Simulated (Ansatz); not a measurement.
The reference is ScAl3 in the Cu3Au type structure (space group Pm-3m, No. 221; a = 4.072 Å). Axes: x, y, z lie along the cube axes.

All numbers come from PBEsol, PAW, 420 eV (Ansatz, a program for electronic structure; no spin-orbit coupling).

For the base:

* **Volume per atom**: 16.88 Å³
* **Pressure**: 0.0 GPa
* **Band gap**: zero

The change: compressive biaxial strain of 4.14 % in the plane normal to [001], as in epitaxy on a mismatched substrate; the out-of-plane cell vector and the atoms relax.

**Question.** Predict the new volume per atom.

**Answer.** The volume per atom drops by 1.09 Å³ (16.88 Å³ → 15.79 Å³).

**Question.** What does the calculation give for the energy relative to the base after the change?

**Answer.** The energy goes up by 44 meV/atom.

**Question.** What does the calculation give for the pressure after the change?

**Answer.** The pressure (mean of the normal stresses, compression positive) goes from zero to 7.3 GPa.

**Question.** Predict the new band gap.

**Answer.** The band gap is still zero.

Without a gap, meshes like the base's 12×12×12 leave anisotropic stresses uncertain by several tenths of a GPa, and small strain energies with them. Whether these cells are dynamically stable was not tested. All final runs are without spin polarisation.
